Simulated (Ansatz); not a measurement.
Input and output of a relaxation of the atoms for BaCdSbF (P4mm, 8 atoms in the cell) (Ansatz, a program for electronic structure).

Method of the run: LDA (PW92), default PAW files made with PBE (plane waves; Ansatz).

The change in words: one atom moved by 0.15 angstrom; relax: default → atoms; relax.f_tol: default → 0.2 eV/Å. Reference geometry:
```
CELL_PARAMETERS angstrom
      4.60947     0.00000     0.00000
      0.00000     4.60947     0.00000
      0.00000     0.00000     9.75733
ATOMIC_POSITIONS crystal
  Ba 0.00000 0.50000 0.64049
  Ba 0.50000 0.00000 0.35951
  Cd 0.50000 0.50000 0.00000
  Cd 0.00000 0.00000 0.00000
  Sb 0.00000 0.50000 0.18461
  Sb 0.50000 0.00000 0.81539
  F  0.50000 0.50000 0.50000
  F  0.00000 0.00000 0.50000
```

Reference input (self-consistent single point, DFT, LDA (PW92), plane waves, default PAW files made with PBE): basis.ecutwfc = 420 eV; kpoints.mp_grid.grid = 6 6 3; hamiltonian.xc = lda; hamiltonian.pseudopotentials = {kind: paw} (the program's default PAW files); scf.occupations.method = fermi_dirac; scf.occupations.width = 0.02 eV. This run's input differs from it in these lines:

```diff
@@ -7,3 +7,3 @@
   atoms:
-    - { symbol: Ba, position: [0.00000000, 0.50000000, 0.64049000] }
+    - { symbol: Ba, position: [0.00000000, 0.50000000, 0.65586300] }
     - { symbol: Ba, position: [0.50000000, 0.00000000, 0.35951000] }
@@ -24,2 +24,4 @@
   occupations: { method: fermi_dirac, width: 0.02 }
+relax:
+  f_tol: 0.2
 output:
```

The program printed (abridged):

```
   [... SCF lines of the steps left out ...]
relax step   1: F+E_penalty+E_count = -42063.09351865 eV  Δ(F+E_penalty+E_count) = +0.000e0 eV  max|allowed force component| = 7.276e-1 eV/Å  Δτ_max = 0.0000 Å  (6 SCF iters, dr2 threshold 1.00e-4 eV, accepted)
relax step   2: F+E_penalty+E_count = -42063.15437483 eV  Δ(F+E_penalty+E_count) = -6.086e-2 eV  max|allowed force component| = 3.066e-1 eV/Å  Δτ_max = 0.1950 Å  (8 SCF iters, accepted)
relax step   3: F+E_penalty+E_count = -42063.17117020 eV  Δ(F+E_penalty+E_count) = -1.680e-2 eV  max|allowed force component| = 9.207e-2 eV/Å  Δτ_max = 0.0651 Å  (7 SCF iters, accepted)
the relaxation is at rest under the 8 symmetry operations that the run kept from its start: a minimum is not shown …
Free energy (F): -42063.171170 eV
Internal energy: -42063.171049 eV  (E = F + TS)
E sigma→0 (E₀):  -42063.171110 eV
Entropy (-TS):   -0.000121 eV (-0.015 meV/atom)
Fermi energy:    9.705633 eV
--- Forces (eV/Å), atoms counted from 1 ---
  atom   1  Ba     0.00000000     0.00000000     0.00008045
  atom   2  Ba    -0.00000000     0.00000000    -0.01846358
  atom   3  Cd    -0.00000000     0.00000000     0.02349139
  atom   4  Cd     0.00000000     0.00000000     0.02349139
  atom   5  Sb    -0.00000000     0.00000000    -0.09208434
  atom   6  Sb     0.00000000     0.00000000     0.07453262
   [... lines left out ...]
    - { symbol: Cd, position: [-1.0445513246907049e-34, 0.0, 0.0011209940591127043] }
    - { symbol: Sb, position: [-2.08910264938141e-35, 0.5000000000000001, 0.18645886816075627] }
    - { symbol: Sb, position: [0.5000000000000001, 0.0, 0.8163568879594809] }
    - { symbol: F, position: [0.5000000000000001, 0.5000000000000001, 0.5024713425110597] }
    - { symbol: F, position: [-1.6086090400236856e-33, 0.0, 0.5024713425110597] }
```

The run converged.  The full log also holds: “iter 5 did not close the SCF: its close was put off for the readings that it lacked (scf_convergence_deferred on its scf_iter line)”.

Summary of the result:
| Property | Value |
|---|---|
| Free energy E − TS (on the zero of these files) | -42063.1712 eV |
| Gap on the k-point mesh | 0.17 eV |
| Pressure | -3.42 GPa |
| Largest force (vector length) | 0.092 eV/Å |
| Relaxation steps | 3 |

The starting cell comes from a database of computed structures (which also holds hypothetical and non-ambient phases and stackings), without a prior relaxation at this level. Its lattice was rescaled by up to half a per cent. For this run, on top of that: one atom moved by 0.15 angstrom. Spin-orbit coupling is off. The relaxation keeps the symmetry of its start, so its end need not be a minimum. Ansatz's pressure includes its estimate of the finite-basis (Pulay) stress.

Cost on one core of a shared machine: roughly 40 s.

Keys are those of Ansatz 0.2.
